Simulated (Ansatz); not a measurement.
Stishovite (SiO2), treated with r²SCAN (Ansatz, a quantum-chemistry and plane-wave program, PAW).

Numerical settings: plane-wave cutoff 560 eV, 8×8×12 k mesh (along the axes of the cell as run), Fermi–Dirac smearing 0.01 eV, scalar-relativistic PAW data made under PBE.

Response to compression and expansion:

Shape and atoms are relaxed at each volume.

| V (Å³/atom) | P (GPa) | direct gap at Γ (eV) | c (Å) | a (Å) |
|---|---|---|---|---|
| 7.478 | 13.73 | 7.199 | 2.646 | 4.118 |
| 7.634 | 6.45 | 6.846 | 2.658 | 4.151 |
| 7.790 | 0.00 | 6.514 | 2.669 | 4.185 |
| 7.946 | -5.67 | 6.206 | 2.678 | 4.219 |
| 8.102 | -10.61 | 5.922 | 2.686 | 4.254 |

A straight line through the gaps at Γ against ln V gives a volume deformation potential dE_g(Γ)/d ln V of -16.0 eV: the gap at Γ widens under compression.

Note: the bulk modulus comes from volumes at which shape and atoms were relaxed.
